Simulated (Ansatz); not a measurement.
Start from Ce in the fcc (Cu type) structure (space group Fm-3m, No. 225; a = 4.6639 Å).

Calculations: r2SCAN, PAW, 500 eV (Ansatz, an electronic-structure program; spin-orbit coupling left out).

Before the change:

```
Item                  Result
-------------------  -------
Lattice parameter a  4.664 Å
```

The change: full substitution Ce → Ti; the structure is relaxed again.

Tabulated Pauling electronegativity and covalent radius: Ce 1.12, 2.04 Å; Ti 1.54, 1.60 Å.

Task: What does the calculation give for the lattice parameter a after the change?

Result: The lattice parameter a decreases by 0.5534 Å (4.664 Å → 4.110 Å).

Open 4f shells without U are poorly described, and the f state was not checked. No phonon test of stability was made. Starting moments died away, wholly or in part, for the base; another magnetic solution may exist. All final runs are without spin polarisation. This is not the structure that Ti has at room temperature and ambient pressure.
